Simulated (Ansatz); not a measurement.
# H on the (0001) surface of wurtzite GaN (2x2 N adatom at H3; a constructed slab, bottom: 3 H on 4 bottom sites), one in a cell of 36 Å², started at the site 'top N'

Host crystal: wurtzite GaN, with a band gap (PBE, scalar-relativistic without spin-orbit coupling).

Computed with r2SCAN, at the PBE geometry and the start's symmetry (plane waves to 500 eV, PAW; Ansatz, a program for electronic structure).

Slab: 45 atoms, 13.4 Å thick at the start with caps and adatoms under the adsorbate (thin: gaps and levels are the slab's own); k 4x4x1, smearing 0.01 eV, dipole-corrected; single point; on the structure that PBE left under its start's symmetry; spin-polarised, ending with about 0.1 μB a cell, a value that depends on the mesh; orders that need a larger cell were not tried, no spin-orbit, no U, no dispersion correction. The slab shows no gap over 0.04 eV on its mesh. The program's check for a lower electronic state was not made. At the end it is bonded to N. In PBE it is, or lies within 0.03 eV of, the lowest of the starts that converged; the order may differ at this level.

| Item | Value |
|---|---|
| adsorption energy against ½ H2(g) at the same level | -34.3 kcal/mol |
| change of the step from the bottom to the top vacuum level, against the clean slab | -1.77 eV |
| height of the binding atom over the mean of the host atoms within 0.3 Å of the top one | 102.4 pm |
| nearest host atoms of the binding atom | N at 1.02 Å, Ga at 2.80 Å, Ga at 2.80 Å |
| caution | the clean host was not checked against rearrangement in a larger or rattled cell |

A negative adsorption energy means that the adsorbate is more stable on the surface than in its reference.
